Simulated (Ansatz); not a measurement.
**SrHfO3 (Cmcm, No. 63, 20 atoms in the cell; start mp-4673; a measured phase of this formula has another space group)**

The numbers are results of LDA (Ansatz, a quantum-chemistry and plane-wave program, plane waves, PAW), not measurements.

Run with plane-wave cutoff 520 eV, 6×6×4 k mesh (along the axes of the cell as run), Fermi–Dirac smearing 0.01 eV, scalar-relativistic PAW data made under PBE.

Cell (relaxed with PBEsol):

HfSrO3 is modelled in the orthorhombic space group Cmcm (No. 63), Pearson symbol oS40. Cell: a = 8.093 Å, b = 8.194 Å, c = 8.151 Å, α = β = γ = 90.00°. Sr1 on 4c has 4 O at 2.489–2.529 Å and 2 O at 2.930 Å and 6 O at 3.100–3.242 Å. Sr2 on 4c is coordinated by 12 O at 2.662–3.393 Å. Hf on 8d is surrounded by 6 O at 2.072–2.077 Å (octahedral). O1 on 8g is surrounded by 2 Hf at 2.073 Å and 1 Sr at 2.529 Å and 1 Sr at 2.693 Å and 2 Sr at 3.104–3.242 Å. O2 on 8f is surrounded by 2 Hf at 2.077 Å and 1 Sr at 2.489 Å and 2 Sr at 2.830–2.930 Å and 1 Sr at 3.393 Å. O3 on 8e is surrounded by 2 Hf at 2.072 Å and 2 Sr at 2.662 Å and 2 Sr at 3.100 Å. (Neighbours: up to the widest gap in distance over summed covalent radii, below 1.35, at either atom; cation-cation and far metal-metal contacts left out.)
(The calculation used a cell of 20 atoms; values per cell refer to that cell.)

For SrHfO3 (Cmcm, No. 63, 20 atoms in the cell; start mp-4673; a measured phase of this formula has another space group), the band gap is 3.91 eV. The smallest direct gap on the k points sampled is 3.94 eV.

Note: cell and atoms aren't relaxed at this level (pressure -4.9 GPa).

Spin–orbit coupling is not included.

The computed numbers hold no vibrational or temperature effects.

Computing time: around 3 core-minutes (rough).

A start named mp-… is a Materials Project structure, which need not be a measured phase.
